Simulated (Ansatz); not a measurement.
The parent structure is SrHfN2 (space group R-3m, No. 166; a = 3.320 Å, c = 17.583 Å (hexagonal axes); a cell from a computed database, its experimental status unchecked). Axes: x lies along a and z along c of the hexagonal cell.

All numbers come from PBEsol (Ansatz, a program for electronic structure, PAW, no spin-orbit coupling).

Strains are applied to the cell and any free atomic positions relax.

One change was made to it. Results:

| quantity | base | after |
|---|---|---|
| pressure (mean of the normal stresses, compression positive) | 0.0 GPa | 6.3 GPa |
| energy relative to the base (free energy F) | 0 meV/atom | +12 meV/atom |

Task: Which of these changes matches the shifts?
A. strain tensor (xx, yy, zz, yz, xz, xy) = (−1.90, −0.61, −0.94, +0.87, −0.11, +0.58) %
B. uniaxial strain ε_yy = −5.44 %
C. uniaxial strain ε_xx = +3.19 %

Result: A, strain tensor (xx, yy, zz, yz, xz, xy) = (−1.90, −0.61, −0.94, +0.87, −0.11, +0.58) %. For comparison, the energy relative to the base in the other runs: uniaxial strain ε_xx = +3.19 % gives +14 meV/atom; uniaxial strain ε_yy = −5.44 % gives +48 meV/atom.

A case with no gap was solved on a k-mesh chosen for an insulator, which is coarse for it. Stability against distortions was not tested. The final runs are not spin-polarised.
